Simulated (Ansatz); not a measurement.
System: Ga2O3 (model structure, started from the A-La2O3 type, P-3m1, No. 164, 5 atoms in the cell). Method: r²SCAN in Ansatz (plane waves, PAW).

Numerical settings: plane-wave cutoff 560 eV, 12×12×8 k mesh (along the axes of the cell as run), Fermi–Dirac smearing 0.01 eV, scalar-relativistic PAW data made under PBE.

Cell (relaxed at this level):

```
Ga2O3
1.0
    2.99110     0.00000     0.00000
   -1.49555     2.59037     0.00000
    0.00000     0.00000     6.84213
Ga O
2 3
Direct
  0.33333   0.66667   0.20403
  0.66667   0.33333   0.79597
  0.00000   0.00000   0.00000
  0.33333   0.66667   0.69147
  0.66667   0.33333   0.30853
```

Problem. Give the computed band gap and bulk modulus.

Solution. 
- band gap: 3.12 eV (on the SCF k mesh)
- bulk modulus: 44.7 GPa

Note: the bulk modulus is −V dP/dV from two relaxed cells at ±2 % in volume; the relaxation could raise the start's symmetry but not lower it, so the cell can be a saddle point.

Spin–orbit coupling is not included.

A model structure was made by putting elements into a prototype or built by hand; it is no filed structure, need not be a known phase, and can be a saddle point held by its symmetry.

Ansatz is a program for electronic structure.
